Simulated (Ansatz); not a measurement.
## L1₂ (Cu3Au-type) Ni3Si

The numbers are results of HSE06 (Ansatz, a quantum-chemistry and plane-wave program, plane waves, PAW), not measurements.

Numerical settings: plane-wave cutoff 460 eV, 8×8×8 k mesh, Fermi–Dirac smearing 0.05 eV, no spin polarisation, scalar-relativistic PAW data made under PBE.

Cell (relaxed at this level):

Ni₃Si has the cubic space group Pm-3m (No. 221), the Cu3Au type structure, Pearson symbol cP4. Cell: a = b = c = 3.461 Å, α = β = γ = 90.00°. Si on 1a has 12 Ni at 2.448 Å (cuboctahedral). Ni on 3c sees 8 Ni at 2.448 Å and 4 Si at 2.448 Å (cuboctahedral). (Neighbours: up to the widest gap in distance over summed covalent radii, below 1.35, at either atom; cation-cation and far metal-metal contacts left out.)

| Quantity | Result |
|---|---|
| bulk modulus B0 | 234 GPa |

Note: the run has no spin polarisation, so it can have missed a magnetic state.

Computed values are for the static lattice.

It cost around 19 core-minutes (rough) of CPU time.
